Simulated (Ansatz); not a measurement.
Te₃As₂ (model structure, started from the A-La2O3 type, P-3m1, No. 164, 5 atoms in the cell): properties by level of theory

```csv
level (code),lattice parameter a (Å),c axis length (Å),formation enthalpy (eV/atom)
PBE (Ansatz),4.079,[?],-0.004
PBEsol (Ansatz),4.008,9.932,-0.010
PBE-D3(BJ) (Ansatz),4.010,9.896,-0.005
```

Problem. Complete the blanks.

Solution. 
- PBE (Ansatz, a program for electronic structure), c axis length (Å): 10.456

Ansatz's density-functional and Hartree–Fock values are scalar-relativistic unless marked +SOC, with PAW data made under PBE.

Static lattice: no zero-point or thermal effects.

A model structure was made by putting elements into a prototype or built by hand; it is no filed structure, need not be a known phase, and can be a saddle point held by its symmetry.
